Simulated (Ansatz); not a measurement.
Functionals compared on a constructed model of the (100) surface of fcc Cu, a pseudomorphic layer of Ga in the host's stacking (bottom of the slab: a bare face, its two planes held), in Ansatz (plane waves, PAW). The structure was relaxed with PBE; the other rows are single points on it. Cutoff 420 eV (500 eV for r2SCAN).

Model: 7-atom slab, 11.0 Å thick at the start, 15x15x1 mesh, Fermi-Dirac 0.1 eV, dipole correction, 2 atoms held, the rest relaxed; start symmetry kept, larger cells not searched; no spin, no spin-orbit, no U. It is one candidate, not shown to be the stable structure of the face. These notes are the PBE run's.

| functional | work function of the top face (eV) | rough cost of the single point |
|---|---|---|
| PBE | 4.45 | – |
| RPBE | 4.33 | roughly 70 core-seconds |
| r2SCAN | 4.59 | roughly 120 core-seconds |

Ansatz is a first-principles code.
